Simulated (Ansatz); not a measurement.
Antifluorite Be2C, treated with LC-ωPBE (plane waves, PAW; Ansatz, a first-principles code).

Settings: plane-wave cutoff 520 eV, 10×10×10 k mesh, scalar-relativistic PAW data made under PBE.

Cell (relaxed at this level):

```cif
data_C4Be8
_chemical_formula_sum 'Be8 C4'
_space_group_name_H-M_alt 'Fm-3m'
_space_group_IT_number 225
_space_group_name_Hall '-F 4 2 3'
_cell_length_a 4.28943
_cell_length_b 4.28943
_cell_length_c 4.28943
_cell_angle_alpha 90.000
_cell_angle_beta 90.000
_cell_angle_gamma 90.000
loop_
_atom_site_label
_atom_site_type_symbol
_atom_site_symmetry_multiplicity
_atom_site_Wyckoff_symbol
_atom_site_fract_x
_atom_site_fract_y
_atom_site_fract_z
_atom_site_occupancy
Be1 Be 8 c 0.25000 0.25000 0.25000 1
C1 C 4 a 0.00000 0.00000 0.00000 1
```
(The calculation used a cell of 3 atoms; values per cell refer to that cell.)

Task: What does this level give for the Voigt–Reuss–Hill bulk modulus, Young modulus and Poisson ratio?

Result: 
- Voigt–Reuss–Hill bulk modulus = 223 GPa
- Young modulus = 569 GPa
- Poisson ratio = 0.075

Elastic constants are with the ions relaxed.

Computed values are for the static lattice.

It cost roughly 30 core-minutes of CPU time.
